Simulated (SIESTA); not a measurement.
How far to go with the k-point mesh: Lu2SeO2 (P3m1, 5 atoms in the cell)

```xyz
5
Lattice="3.7272 0.0000 0.0000 -1.8636 3.2279 0.0000 0.0000 0.0000 6.6668" Properties=species:S:1:pos:R:3 pbc="T T T"
Lu     0.0000     2.1519     2.0047
Lu     1.8636     1.0760     4.7121
Se     0.0000     0.0000     0.0000
O      0.0000     2.1519     4.1674
O      1.8636     1.0760     2.4994
```

Computed with GGA PBEsol, numerical atomic orbitals DZP, PseudoDojo PBEsol standard norm-conserving potentials (rewritten from UPF to PSML) (SIESTA).

Base settings: XC.functional = GGA; XC.authors = PBEsol; potentials = PseudoDojo PBEsol standard; PAO.BasisSize = DZP; PAO.EnergyShift = 0.01 Ry; MeshCutoff = 350 Ry; kgrid.MonkhorstPack = 3 3 2; OccupationFunction = FD; ElectronicTemperature = 20 meV; MaxSCFIterations = 150.

Only quantities that move along the ladder and can be compared are tabulated.

The starting cell comes from a database of computed structures (which also holds hypothetical and non-ambient phases and stackings), without a prior relaxation at this level. Its lattice was rescaled by up to half a per cent. One atom was moved a little off its site on purpose. Spin-orbit coupling is off. Values carry the incompleteness of an atom-centred basis. In the base run, forces exceed 1 eV/Å.

| kgrid.MonkhorstPack | free energy less the last step's (meV/atom) | pressure (GPa) | largest difference of a force vector from the last step's (eV/Å) | gap on the mesh (eV) |
|---|---|---|---|---|
| 2 2 1 | 157.49 | -1.06 | 0.257 | 1.883 |
| 3 3 2 | 17.69 | -1.67 | 0.037 | 1.611 |
| 5 5 3 | 0.71 | -2.26 | 0.004 | 1.819 |
| 7 7 3 | 0.02 | -2.28 | 0.001 | 1.822 |
| 8 8 4 | 0.02 | -2.28 | 0.000 | 1.773 |
| 10 10 5 | 0.00 | -2.28 | 0.000 | 1.748 |
| 11 11 5 | 0.00 | -2.28 | 0.000 | 1.726 |
| 13 13 7 | 0.00 | -2.28 | 0.000 | 1.705 |
| 16 16 8 | 0.00 | -2.28 | 0.000 | 1.680 |
| 20 20 10 | 0.00 | -2.28 | 0.000 | 1.666 |

Coarsest kgrid.MonkhorstPack that holds the forces within 0.005 eV/Å of the last step, with all finer ones: 5 5 3; the step before is off by 0.037 eV/Å.

Coarsest kgrid.MonkhorstPack that holds the free energy within 2 meV/atom of the last step, with all finer ones: 5 5 3; the step before is off by 18 meV/atom.

The gap on the mesh jumps up and down from mesh to mesh; it is no smooth measure of convergence.
